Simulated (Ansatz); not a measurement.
O on the 1x1 (101) surface of anatase TiO2 (cut with top plane O), one in a 1x1 cell, energies for each (19.8 Å²). Energies are against ½ O2(g), without zero-point or thermal terms; each row is named by its start (#2, #3: further inequivalent places of a kind).

Host crystal: anatase TiO2, with a band gap (PBE, scalar-relativistic without spin-orbit coupling).

Method: PBE (plane waves to 420 eV, PAW; Ansatz, an electronic-structure program).

Model: 19-atom slab, 9.4 Å thick at the start under the adsorbate (thin: gaps and levels are the slab's own), 6x4x1 mesh, Fermi-Dirac 0.01 eV, dipole correction, 7 atoms held, the rest relaxed; each run with such symmetry as its start has; spin-polarised, no spin-orbit, no U, no dispersion correction.

A negative adsorption energy means that the adsorbate is more stable on the surface than in its reference. Starts that drift may end in the same place. Heights count from the host atoms within 0.3 Å of the top one.

```
starting site                                                        E_ads (eV)  height (Å)  nearest host atom (Å)  bonded to  change of the vacuum step (eV)  lateral drift (Å)  moment (μB)
-------------------------------------------------------------------  ----------  ----------  ---------------------  ---------  ------------------------------  -----------------  -----------
top O (the adsorbate paired with a surface O atom)                         0.93        0.74                 O 1.41     O + Ti                            0.81                1.0          0.0
top O #2 (the adsorbate paired with a surface O atom)                      1.02       -0.01                 O 1.47   O + 3 Ti                            0.26                0.3          0.0
over Ti at depth 0.9 Å                                                     2.38        1.14                Ti 2.01         Ti                            0.88                0.0          2.0
over Ti at depth 1.4 Å (the adsorbate paired with a surface O atom)        1.23        0.42                 O 1.40     O + Ti                            0.12                0.2          0.0
hollow O-O-O over O at depth 4.4 Å                                         2.39        0.73                Ti 2.03         Ti                            0.65                2.5          2.0
bridge O-O-O (span 3.8 Å)                                                  2.39        0.72                Ti 2.03         Ti                            0.64                2.3          2.0
bridge O-O (span 2.8 Å)                                                    2.37        1.07                Ti 2.00         Ti                            0.87                0.7          2.0
```
